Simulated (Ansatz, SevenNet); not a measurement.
**Ladder of methods for the elastic constant C44 of C11b WSi2**

Reference value: 212 GPa (measured, temperature not stated, no zero-point or thermal correction; as tabulated in Friák et al. (2018), doi:10.3390/nano8121057).

```
level (code)     value (GPa)  cell (Å³/atom)
---------------  -----------  --------------
SevenNet-0              59.6           13.70
SevenNet-l3i5            122           13.70
PBE (Ansatz)             ___           13.67
PBEsol (Ansatz)          212           13.36
```

Question: Some entries are withheld; supply them.

Answer: 
- PBE (Ansatz, a first-principles code), value (GPa): 200

Differences against the reference: SevenNet-0 -72 %, SevenNet-l3i5 -42 %, PBE -5.7 %, PBEsol 0.0 %.

The reference's temperature isn't stated, so close values are not ranked against it. Off by more than 25 %, or 35 % on the side where a correction would as a rule narrow the miss (bounds picked here): SevenNet-0 (-72 %), SevenNet-l3i5 (-42 %).

The reference isn't brought to a static lattice, while the calculations are for one, so the differences are not the levels' errors alone. A static lattice is as a rule stiffer than a warm one, by over a tenth in soft solids.  Density-functional levels without +SOC have no spin–orbit coupling. Each level is taken at its own relaxed cell. Ansatz's density-functional and Hartree–Fock values are scalar-relativistic unless marked +SOC, with PAW data made under PBE.

Machine-learned potentials (SevenNet-0, SevenNet-l3i5) are trained on DFT data: a solid inside that data is no test of them.

Differences are worked out from the printed values.
